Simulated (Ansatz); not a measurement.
Start from CsPbBr₃ in the cubic perovskite structure (space group Pm-3m, No. 221; a = 5.9376 Å).

Calculations: r2SCAN (Ansatz, a quantum-chemistry and plane-wave program), no SOC.

Before the change:

* **Valley order**: R along ⟨111⟩ 2.03 eV; Γ 3.64 eV
* **Density**: 4.60 g/cm³

One thing is altered: cell and atoms relaxed at a pressure of 9 GPa.

What happens to the valley order and density?

The valley order (the lowest conduction-band minima on the path, energy above the VBM, named in the base's zone) becomes R along ⟨111⟩ 0.70 eV; Γ 2.16 eV (base: R along ⟨111⟩ 2.03 eV; Γ 3.64 eV); the density goes up by 1.25 g/cm³ (4.60 g/cm³ → 5.85 g/cm³).

Spin-orbit coupling, missing from the scalar runs, can matter with Pb. The levels and masses belong to the bands next to the band gap. Load acts through the strain it causes; cell and atoms are relaxed under it. No phonon test of stability was made. Competing high-pressure phases were not computed. Many cubic perovskites are stable only at high temperature; tilts and polar distortions were not tested. This is not the structure that CsPbBr3 has at room temperature and ambient pressure.
